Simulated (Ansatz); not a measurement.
Consider CdGeAs$_{2}$ in the chalcopyrite structure (space group I-42d, No. 122; a = 5.942 Å, c = 11.312 Å). Axes: x, y, z lie along a, b, c of the conventional cell.

Level of theory: PBEsol (Ansatz, a program for electronic structure), without spin-orbit coupling.

Base values:

The pressure is 0.00 GPa.

Now apply this change: uniaxial strain ε_xx = −1.50 %, all other strain components held at zero; the atoms relax in the strained cell.

Problem. What does the calculation give for the pressure after the change?

Solution. The pressure (mean of the normal stresses, compression positive) goes from zero to 0.96 GPa.

Stability against distortions was not tested.
